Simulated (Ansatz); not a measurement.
The parent structure is BN in the wurtzite structure (space group P6_3mc, No. 186; a = 2.523 Å, c = 4.175 Å). Axes: x lies along a and z along c of the hexagonal cell.

Method: LDA (Ansatz, a first-principles code), scalar-relativistic without spin-orbit coupling.

Strains are applied to the cell and any free atomic positions relax.

One change was made to it. Results:

| quantity | base | after |
|---|---|---|
| energy relative to the base (free energy F) | 0 meV/atom | +2.9 meV/atom |
| valence-band top at Γ (three highest levels, from the VBM) | 0.00, 0.00, -0.29 eV | 0.00, 0.00, -0.24 eV |
| band gap | 4.93 eV | 4.97 eV |

Question: Which change produced these results?
(A) uniaxial strain ε_zz = −3.00 %
(B) uniaxial strain ε_zz = −2.40 %
(C) uniaxial strain ε_zz = −1.20 %
(D) uniaxial strain ε_zz = −1.80 %

Answer: C, uniaxial strain ε_zz = −1.20 %. For comparison, the energy relative to the base in the other runs: uniaxial strain ε_zz = −3.00 % gives +19 meV/atom; uniaxial strain ε_zz = −2.40 % gives +12 meV/atom; uniaxial strain ε_zz = −1.80 % gives +6.6 meV/atom.

Stability against distortions was not tested.
